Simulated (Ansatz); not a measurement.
## Effect of isotropic strain +2.00 % on Lu

Take Lu in the hcp (Mg type) structure (space group P6_3/mmc, No. 194; a = 3.5062 Å, c = 5.4820 Å; relaxed with 0.1 eV smearing) as the base.

Modification: the cell is scaled by 1.0200 in all directions; the atoms relax in the strained cell.

Method: PBE (Ansatz, a program for electronic structure), no spin-orbit coupling. Settings: 19×19×11 k-points, 0.1 eV Fermi–Dirac smearing.

* **Space group**: P6_3/mmc (No. 194) (base P6_3/mmc (No. 194))
* **Shortest interatomic distance**: 3.476 Å (base 3.407 Å)
* **Energy relative to the base (free energy F)**: +14 meV/atom
* **Pressure (mean of the normal stresses, compression positive)**: -2.5 GPa (base 0.0 GPa)
* **Band gap**: zero (base zero)

No phonon test of stability was made.
